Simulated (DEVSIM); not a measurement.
Structure: Cr/SiO2/p-Si capacitor, at 250 K.

```csv
layer (left to right),material,thickness (nm),Na (cm⁻³)
1,SiO2,2.20,-
2,Si,10000,3.3e15
```

Metal gate on the left, work function 4.5 eV. Fixed charge at the semiconductor interface 9.4e11 cm⁻² (in units of +e); interface traps 1.2e11 cm⁻² eV⁻¹, uniform in energy, neutral level at 0.5 of the gap above the valence band.

This is a model device: material constants are rounded textbook-type values typed into the input, and sizes, dopings and lifetimes were drawn at random. Values at 300 K; Nc and Nv go as T^1.5, mobilities as T to minus their exponent, the gap by Varshni's rule with the affinity fixed.

| parameter | SiO2 | Si |
|---|---|---|
| gap (eV) | 9 | 1.124 |
| affinity (eV) | 0.9 | 4.05 |
| permittivity | 3.9 | 11.7 |
| Nc (cm⁻³) | - | 2.86e19 |
| Nv (cm⁻³) | - | 3.1e19 |
| Varshni α (eV/K) | - | 0.000473 |
| Varshni β (K) | - | 636 |

Simulated with DEVSIM: 1D Poisson equation in equilibrium, Boltzmann statistics, complete ionisation; no quantum confinement or tunnelling. Metal contacts follow the ideal Schottky-Mott rule: no Fermi-level pinning, no interface dipoles.

The substrate doping was swept, all else fixed.

| substrate doping (cm^-3) | flat-band voltage (V) | minimum of the low-frequency capacitance (μF/cm²) | threshold voltage (band bending 2φF) (V) |
|---|---|---|---|
| 1.6e14 | -0.53 | 0.0241 | 0.11 |
| 3.3e14 | -0.54 | 0.0261 | 0.12 |
| 6.6e14 | -0.56 | 0.0289 | 0.14 |
| 1.6e15 | -0.58 | 0.0336 | 0.17 |
| 3.3e15 | -0.60 | 0.0392 | 0.19 |
| 6.6e15 | -0.61 | 0.0469 | 0.21 |

From the first row to the last the flat-band voltage goes from -0.53 to -0.61. From the first row to the last the minimum of the low-frequency capacitance goes from 0.0241 to 0.0469.
